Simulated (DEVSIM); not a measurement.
System: Si/Ge n-p heterojunction, at 300 K.

```
layer (left to right)  material  thickness (μm)  Nd (cm⁻³)  Na (cm⁻³)  τn (s)  τp (s)
---------------------  --------  --------------  ---------  ---------  ------  ------
1                            Si           0.120     4.6e17          -  7.1e-7  7.1e-7
2                            Ge           0.250          -     1.7e15  7.1e-7  7.1e-7
```

Left contact: ohmic. Right contact: ohmic. Voltage is applied to the left contact. Recombination: SRH at mid-gap, radiative. Mobility is μmin + (μ − μmin)/(1 + (N/Nref)^α).

This is a model device: material constants are rounded textbook-type values typed into the input, and sizes, dopings and lifetimes were drawn at random. Values at 300 K.

```
parameter           Si       Ge
-------------  -------  -------
gap (eV)         1.124    0.664
affinity (eV)     4.05        4
permittivity      11.7       16
Nc (cm⁻³)      2.86e19  1.04e19
Nv (cm⁻³)       3.1e19     6e18
μn (cm²/Vs)       1417     3900
μp (cm²/Vs)        470     1900
μn,min              52      150
μp,min              45      100
Nref,n          9.7e16   2.6e17
Nref,p          2.2e17     4e17
αn                0.68     0.56
αp                0.72      0.6
B (cm³/s)      4.7e-15  6.4e-14
```

Simulated with DEVSIM: 1D drift-diffusion, Boltzmann statistics, complete ionisation; no tunnelling, impact ionisation, image-force lowering or self-heating. Band offsets follow the typed affinities; no thermionic-emission limit at abrupt steps, no polarisation charge.

Task: Give the dark reverse current.

Result: 
| V (V) | J (A/cm²) |
|---|---|
| 0.04 | 1.3 |
| 0.10 | 2.0 |
| 0.20 | 2.6 |
| 0.30 | 3.1 |
| 0.40 | 3.7 |
| 0.60 | 4.9 |
| 0.80 | 6.0 |
| 1.00 | 7.2 |
| 1.30 | 8.9 |
